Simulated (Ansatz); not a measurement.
Ansatz (an electronic-structure program) run on CdHgSe2 (Pmm2, 4 atoms in the cell): self-consistent single point.

Method: LDA (PW92), default PAW files made with PBE (plane waves; Ansatz).

The change in words: lattice scaled by 0.98; scf.occupations.width: 0.0073 Ry → 0.0037 Ry. Reference geometry:
```xyz
4
Lattice="4.3424 0.0000 0.0000 0.0000 4.3424 0.0000 0.0000 0.0000 6.1284" Properties=species:S:1:pos:R:3 pbc="T T T"
Cd     2.1712     2.1712     3.1142
Hg     0.0000     0.0000     0.0000
Se     0.0000     2.1712     1.5506
Se     2.1712     0.0000     4.5779
```

Reference input (self-consistent single point, DFT, LDA (PW92), plane waves, default PAW files made with PBE): basis.ecutwfc = 30.9 Ry; kpoints.mp_grid.grid = 7 7 5; hamiltonian.xc = lda; hamiltonian.pseudopotentials = {kind: paw} (the program's default PAW files); scf.occupations.method = gaussian; scf.occupations.width = 0.0073 Ry. This run's input differs from it in these lines:

Ansatz 0.2 input:
```diff
@@ -2,10 +2,10 @@
   lattice:
-    - [4.342409, 0.000000, 0.000000]
-    - [0.000000, 4.342409, 0.000000]
-    - [0.000000, 0.000000, 6.128444]
+    - [4.255561, 0.000000, 0.000000]
+    - [0.000000, 4.255561, 0.000000]
+    - [0.000000, 0.000000, 6.005875]
   atoms:
-    - { symbol: Cd, position_ang: [2.171204, 2.171204, 3.114224] }
+    - { symbol: Cd, position_ang: [2.127781, 2.127781, 3.051939] }
     - { symbol: Hg, position_ang: [0.000000, 0.000000, 0.000000] }
-    - { symbol: Se, position_ang: [0.000000, 2.171204, 1.550558] }
-    - { symbol: Se, position_ang: [2.171204, 0.000000, 4.577886] }
+    - { symbol: Se, position_ang: [0.000000, 2.127781, 1.519546] }
+    - { symbol: Se, position_ang: [2.127781, 0.000000, 4.486329] }
 basis:
@@ -18,3 +18,3 @@
 scf:
-  occupations: { method: gaussian, width: 0.0073 Ry }
+  occupations: { method: gaussian, width: 0.0037 Ry }
 output:
```

Log, with long lists cut:

```
SCF iter   1: F=—  HF=-32408.277296 eV  |F-HF|=—  |Δ(HF+E_count)|=         —  Δρ=6.21e-3  dr2=3.20e-2  ethr=1.77e-3  ⟨swp⟩=6.5  Hψ=7724  notcnv=0  defer=23
all-band conjugate gradients solve this SCF's bands
preconditioner: auto → Resta (q_TF=auto, 2.547 Å⁻¹)
SCF iter   2: F=—  HF=-32408.269711 eV  |F-HF|=—  |Δ(HF+E_count)|=   7.59e-3  Δρ=2.85e-3  dr2=7.12e-3  ethr=4.44e-5  ⟨swp⟩=2.0  Hψ=3476  notcnv=0  defer=127
   [... lines left out ...]
SCF iter   4: F=—  HF=-32408.268244 eV  |F-HF|=—  |Δ(HF+E_count)|=   4.02e-5  Δρ=1.97e-4  dr2=4.69e-5  ethr=1.22e-6  ⟨swp⟩=2.0  Hψ=2506  notcnv=0  defer=127
SCF iter   5: F=—  HF=-32408.268252 eV  |F-HF|=—  |Δ(HF+E_count)|=   8.01e-6  Δρ=6.68e-5  dr2=5.41e-6  ethr=6.51e-8  ⟨swp⟩=2.0  Hψ=2546  notcnv=0  defer=127
SCF iter   6: F=—  HF=-32408.268254 eV  |F-HF|=—  |Δ(HF+E_count)|=   1.13e-6  Δρ=1.61e-5  dr2=3.14e-7  ethr=7.52e-9  ⟨swp⟩=2.0  Hψ=3465  notcnv=0  defer=127
SCF iter   7: F=-32408.268254 eV  HF=-32408.268254 eV  |F-HF|=6.03e-9  |Δ(HF+E_count)|=   1.56e-7  Δρ=3.32e-6  dr2=1.34e-8  ethr=1.39e-10  ⟨swp⟩=8.9  Hψ=8773  notcnv=0
SCF 1 converged in 7 iterations: F = -32408.268254 eV  dr2 = 1.34e-8
Free energy (F): -32408.268254 eV
Internal energy: -32408.267925 eV  (E = F + TS)
E sigma→0 (E₀):  -32408.268090 eV
Entropy (-TS):   -0.000328 eV (-0.082 meV/atom)
Fermi energy:    8.394161 eV
--- Forces (eV/Å), atoms counted from 1 ---
  atom   1  Cd    -0.00000000     0.00000000    -0.33299354
  atom   2  Hg     0.00000000     0.00000000     0.08251988
  atom   3  Se     0.00000000     0.00000000     0.12940821
  atom   4  Se     0.00000000     0.00000000     0.12104145
--- Stress (GPa, compression-positive) ---
        0.193135       0.000000       0.000000
        0.000000       1.194112       0.000000
        0.000000       0.000000       0.619089
  P = ⅓ Tr σ = 0.6688 GPa (6.688 kbar)
  The stress holds the Pulay correction. Without it, at fixed plane waves, as pw.x and ABINIT print it: P = 0.6410 GPa
```

The run converged in 7 iterations. Against the reference run the free energy drops by 10.8 meV/atom, the pressure goes from -2.53 to 0.67 GPa and the largest force goes from 0.284 to 0.333 eV/Å.

The starting cell comes from a database of computed structures (which also holds hypothetical and non-ambient phases and stackings), without a prior relaxation at this level. Its lattice was rescaled by up to half a per cent. One atom was moved a little off its site on purpose. For this run, on top of that: lattice scaled by 0.98. Ansatz's pressure includes its estimate of the finite-basis (Pulay) stress. The run gives no clean gap (levels at the Fermi energy touch, overlap or are partly filled at this smearing), which alone does not show that the compound is a metal.
